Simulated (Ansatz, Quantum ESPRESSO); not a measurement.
**La₂Mg (P1, 6 atoms in the cell) computed with different codes at matched settings**

Self-consistent single point, at a second geometry (atoms moved at random). First geometry:

```yaml
crystal:
  lattice:
    - [5.33915, -3.12700, 0.00000]
    - [5.33915, 3.12700, 0.00000]
    - [-3.52625, 0.00000, 5.65431]
  atoms:
    - { symbol: La, position: [0.75838, 0.58178, 0.74598] }
    - { symbol: La, position: [0.24162, 0.41822, 0.25402] }
    - { symbol: La, position: [0.41822, 0.24162, 0.75402] }
    - { symbol: La, position: [0.58178, 0.75838, 0.24598] }
    - { symbol: Mg, position: [0.92238, 0.07762, 0.25000] }
    - { symbol: Mg, position: [0.07762, 0.92238, 0.75000] }
```

Second geometry:
```xyz
6
Lattice="5.3391 -3.1270 0.0000 5.3391 3.1270 0.0000 -3.5262 0.0000 5.6543" Properties=species:S:1:pos:R:3 pbc="T T T"
La     4.4946    -0.5843     4.1638
La     2.6869     0.6211     1.4402
La     0.7869    -0.5587     4.2461
La     6.2805     0.5345     1.4215
Mg     4.4611    -2.6592     1.4449
Mg     2.7461     2.6466     4.2463
```

Shared settings, as Ansatz (a first-principles code) writes them: kpoints.mp_grid.grid = 4 4 3; scf.occupations.method = gaussian; scf.occupations.width = 0.2 eV. Potentials and cutoffs stand in the table.

```
code                                                            model  ΔF from the first geometry (meV/atom)  pressure (GPa)  largest force (eV/Å)  cutoff
----------------  ---------------------------------------------------  -------------------------------------  --------------  --------------------  ------
Ansatz                            LDA (PW92), PAW files made with PBE                                    6.4           -2.06                 0.278  420 eV
Quantum ESPRESSO  LDA (PZ), GBRV 1.5 ultrasoft (LDA) pseudopotentials                                    6.5           -1.91                 0.281   40 Ry
```

Size of the force on each atom (eV/Å): Sizes of forces hide their directions.

| code | La1 | La2 | La3 | La4 | Mg5 | Mg6 |
|---|---|---|---|---|---|---|
| Ansatz | 0.191 | 0.200 | 0.278 | 0.108 | 0.210 | 0.252 |
| Quantum ESPRESSO | 0.191 | 0.204 | 0.281 | 0.113 | 0.210 | 0.253 |

The spread over the programs that give each value: ΔF from the first geometry within 0.1 meV/atom; pressure within 0.15 GPa; largest force within 0.003 eV/Å.

Ansatz's pressure is given at a fixed set of plane waves, as the other plane-wave codes print theirs. The same LDA comes in different parametrisations, which differ slightly.

The starting cell comes from a database of computed structures (which also holds hypothetical and non-ambient phases and stackings), without a prior relaxation at this level. Its lattice was rescaled by a random factor within 2.5 % of one. For this run, on top of that: atoms moved at random.

Keys are those of Ansatz 0.2.
